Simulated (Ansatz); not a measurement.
# Point defects in TiS2

Take a 9-atom supercell of TiS2 in the CdI2 type structure (space group P-3m1, No. 164; a = 3.360 Å, c = 5.523 Å; layered, stacked along the Cartesian z axis) at its relaxed geometry as the base.

One neutral defect a cell, atoms relaxed at fixed cell.

Method: PBE-D3(BJ) (Ansatz, a program for electronic structure, PAW, no spin-orbit coupling), earlier PAW set.

```csv
change,pressure,largest displacement of a host atom from its site in the perfect cell
perfect supercell,0.0 GPa,–
S on a Ti site (antisite),___,___
"P on a S site, symmetric start",-1.4 GPa,0.02 Å
"Pb on a S site, symmetric start",1.5 GPa,0.21 Å
H interstitial (started 1.97 Å from the nearest host atom),2.4 GPa,0.14 Å
"S vacancy, symmetric start",1.8 GPa,0.31 Å
```

### Question
Complete the table.

### Answer

- S on a Ti site (antisite), pressure: 2.0 GPa
- S on a Ti site (antisite), largest displacement of a host atom from its site in the perfect cell: 0.18 Å

In so small a cell the defect repeats every few ångströms: this is an ordered compound, not a dilute defect. Defects with a symmetric start kept the site's symmetry and may sit on a saddle; the others started slightly shaken. All final runs are without spin polarisation.
